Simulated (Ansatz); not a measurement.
Functionals compared on the (10-10) surface of hcp Co, ferromagnetic in its 1x1 cell, outermost plane spacing 0.72 Å in the ideal cut, in Ansatz (plane waves, PAW). The structure was relaxed with PBE; the other rows are single points on it, each with its references at the same level. Cutoff 420 eV.

Slab: 12 atoms, 11.5 Å thick at the start; k 15x9x1, smearing 0.1 eV, dipole-corrected; all atoms relaxed; held to the start's symmetry, so lower structures may exist; spin-polarised, no spin-orbit, no U. These notes are the PBE run's.

```tsv
functional	surface energy (J/m²)	work function of the top face (eV)	magnetic moment of the cell (μB)	rough cost of the single point
PBE	2.29	4.73	19.97	–
LDA	2.90	5.08	19.57	about 21 core-minutes (a rough figure)
PBEsol	2.69	4.84	19.94	very roughly 11 core-minutes
RPBE	2.03	4.56	20.08	around 10 core-minutes (rough)
```

Ansatz is an electronic-structure program.
